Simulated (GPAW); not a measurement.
Band structure of AlN (F-43m, 2 atoms in the cell).

```xyz
2
Lattice="0.0000 2.1746 2.1746 2.1746 0.0000 2.1746 2.1746 2.1746 0.0000" Properties=species:S:1:pos:R:3 pbc="T T T"
Al     0.0000     0.0000     0.0000
N      3.2619     3.2619     3.2619
```

Method of the run: PBE, GPAW PAW datasets PBE (gpaw-data 1.0.1) (plane waves; GPAW).

Settings: mode = pw; ecut = 950 eV; xc = PBE; kpts = 9 9 9; mesh shift (steps) = 0 0 0; occupations.name = fermi-dirac; occupations.width = 0 eV; nbands = -8; convergence.forces = 0.001 eV/Å; convergence.bands = -6; symmetry.symmorphic = false; symmetry.tolerance = 0.0005; maxiter = 150; bandpath_npoints = 40.

The starting cell comes from a database of computed structures (which also holds hypothetical and non-ambient phases and stackings), without a prior relaxation at this level. Its lattice was rescaled by a random factor within 2.5 % of one.

**Question.** Predict the gap along the standard path and the places of the band edges.

**Answer.** The gap along the path is 3.31 eV, from Γ to X; the smallest direct gap on it is 4.32 eV.

Levels in eV from the top of the valence band on the SCF mesh, bands 1 to 8:
```json
[
 {"point": "Γ", "1": "-15.06", "2": "0.00", "3": "0.00", "4": "0.00", "5": "4.32", "6": "12.69", "7": "12.69", "8": "12.69"},
 {"point": "X", "1": "-12.32", "2": "-4.94", "3": "-1.79", "4": "-1.79", "5": "3.31", "6": "8.69", "7": "14.14", "8": "15.89"},
 {"point": "W", "1": "-12.26", "2": "-3.79", "3": "-3.49", "4": "-2.73", "5": "6.07", "6": "11.50", "7": "12.11", "8": "12.36"},
 {"point": "K", "1": "-12.34", "2": "-4.28", "3": "-3.68", "4": "-1.38", "5": "5.18", "6": "10.20", "7": "13.25", "8": "14.30"},
 {"point": "L", "1": "-12.97", "2": "-5.92", "3": "-0.48", "4": "-0.48", "5": "7.50", "6": "9.96", "7": "11.22", "8": "11.22"},
 {"point": "U", "1": "-12.34", "2": "-4.28", "3": "-3.68", "4": "-1.38", "5": "5.18", "6": "10.20", "7": "13.25", "8": "14.30"}
]
```
